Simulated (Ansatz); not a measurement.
Band structure of SrCaPb6 (P4/mmm, 8 atoms in the cell).

```yaml
crystal:
  lattice:
    - [5.01108, 0.00000, 0.00000]
    - [0.00000, 5.01108, 0.00000]
    - [0.00000, 0.00000, 10.01156]
  atoms:
    - { symbol: Sr, position: [0.00000, 0.00000, 0.50000] }
    - { symbol: Ca, position: [0.00000, 0.00000, 0.00000] }
    - { symbol: Pb, position: [0.50000, 0.00000, 0.24479] }
    - { symbol: Pb, position: [0.50000, 0.00000, 0.75521] }
    - { symbol: Pb, position: [0.00000, 0.50000, 0.24479] }
    - { symbol: Pb, position: [0.00000, 0.50000, 0.75521] }
    - { symbol: Pb, position: [0.50000, 0.50000, 0.00000] }
    - { symbol: Pb, position: [0.50000, 0.50000, 0.50000] }
```

Method of the run: PBEsol, PAW files made with PBE (plane waves; Ansatz, an electronic-structure program).

Settings: basis.ecutwfc = 30.9 Ry; kpoints.mp_grid.grid = 3 3 2; hamiltonian.xc = pbesol; hamiltonian.pseudopotentials = {kind: paw} (an earlier, softer set of the program's PAW files); scf.occupations.method = gaussian; scf.occupations.width = 0.02 Ry; kpoints.band_path.npoints = 8.

The starting cell comes from a database of computed structures (which also holds hypothetical and non-ambient phases and stackings), without a prior relaxation at this level. Its lattice was rescaled by a random factor within 2.5 % of one. Spin-orbit coupling is off.

Levels in eV from the Fermi level, bands 49 to 56:
```csv
point,49,50,51,52,53,54,55,56
Γ,-1.75,-0.75,-0.68,0.16,0.16,0.92,1.90,1.95
X,-0.76,-0.66,-0.45,-0.45,0.08,0.12,0.22,0.32
M,-2.90,-1.07,-0.44,-0.44,0.28,0.28,0.46,1.45
Z,-1.66,-1.59,0.07,0.08,0.82,0.82,0.85,0.85
R,-1.34,-1.31,-0.34,-0.32,-0.26,-0.15,0.87,0.96
A,-2.27,-2.27,-1.95,-1.95,2.18,2.33,2.33,2.58
```

Bands cross the Fermi level along this path, so the cell is metallic at this level.

Keys are those of Ansatz 0.2.
